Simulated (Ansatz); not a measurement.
Take PtSe2 in the CdI2 type structure (space group P-3m1, No. 164; a = 3.7722 Å, c = 4.8212 Å; layered; relaxed with 0.1 eV smearing) as the base.

Level of theory: PBE-D3(BJ) (Ansatz, an electronic-structure program; PAW; 420 eV plane waves; spin-orbit coupling left out).

Strains are applied to the cell and any free atomic positions relax.

One change was made to it. Results:

The largest internal atomic displacement comes out as 0.025 Å; the pressure (mean of the normal stresses, compression positive) goes from zero to 2.7 GPa.

Question: Name the change that was made.
A) isotropic strain +3.00 %
B) isotropic strain −1.50 %
C) isotropic strain −1.00 %
D) isotropic strain +0.50 %

Answer: C, isotropic strain −1.00 %. For comparison, the pressure in the other runs: isotropic strain −1.50 % gives 4.2 GPa; isotropic strain +0.50 % gives -1.2 GPa; isotropic strain +3.00 % gives -5.7 GPa.

Whether these cells are dynamically stable was not tested. The final runs are not spin-polarised.
